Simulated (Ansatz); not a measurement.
The parent structure is BaHfO3 in the cubic perovskite structure (space group Pm-3m, No. 221; a = 4.206 Å).

(Cell as relaxed with PBE.)

Levels (all Ansatz, a first-principles code, PAW): PBE (420 eV, without spin-orbit coupling); PBEsol (420 eV, no spin-orbit coupling).

Each level relaxes its own structure.

```
base                      PBE    PBEsol
-------------------  --------  --------
volume per atom      14.88 Å³  14.37 Å³
lattice parameter a   4.206 Å   4.158 Å
band gap              3.62 eV   3.58 eV
```

The change: the cell is scaled by 1.0464 in all directions; the atoms relax in the strained cell.

```csv
quantity,PBE,PBEsol
shift of the gap caused by the change,-0.32 eV,?
pressure,-15.64 GPa,?
gap character,"indirect, R → Γ",?
```

Problem. Given the PBE results, estimate those of PBEsol.

Solution. 
- shift of the gap caused by the change, PBEsol: -0.28 eV
- pressure, PBEsol: -17.02 GPa
- gap character, PBEsol: indirect, R → Γ

PBE's shift of the gap caused by the change lies 0.035 eV below PBEsol's; PBE's pressure lies 1.38 GPa above PBEsol's; the two agree on the gap character. Neither level is exact; PBEsol is the comparison here, not a measurement.

With Hf present, leaving out spin-orbit coupling can change the band edges. Whether these cells are dynamically stable was not tested. The base started in P4mm and relaxed to Pm-3m at this level.
